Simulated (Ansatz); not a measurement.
The parent structure is ZnSnAs2 in the chalcopyrite structure (space group I-42d, No. 122).

```
CELL_PARAMETERS angstrom
     -2.91974     2.91974     5.86873
      2.91974    -2.91974     5.86873
      2.91974     2.91974    -5.86873
ATOMIC_POSITIONS crystal
  Sn 0.50000 0.50000 0.00000
  Sn 0.25000 0.75000 0.50000
  As 0.37500 0.34921 0.47421
  As 0.65079 0.12500 0.02579
  As 0.87500 0.90079 0.52579
  As 0.09921 0.62500 0.97421
  Zn 0.00000 0.00000 0.00000
  Zn 0.75000 0.25000 0.50000
```

Cartesian axes are those of the cell as printed.

Level of theory: PBEsol (Ansatz, an electronic-structure program), no SOC.

Before the change:

The shortest interatomic distance comes out as 2.449 Å.

One thing is altered: a pure shear with ε_xz = ε_zx = 0.0120; the atoms relax in the strained cell.

Problem. Predict the new shortest interatomic distance.

Solution. The shortest interatomic distance decreases by 0.008 Å (2.449 Å → 2.441 Å).

Problem. Estimate the effect on the energy relative to the base.

Solution. The energy increases by 1.9 meV/atom.

Whether these cells are dynamically stable was not tested. All final runs are without spin polarisation.
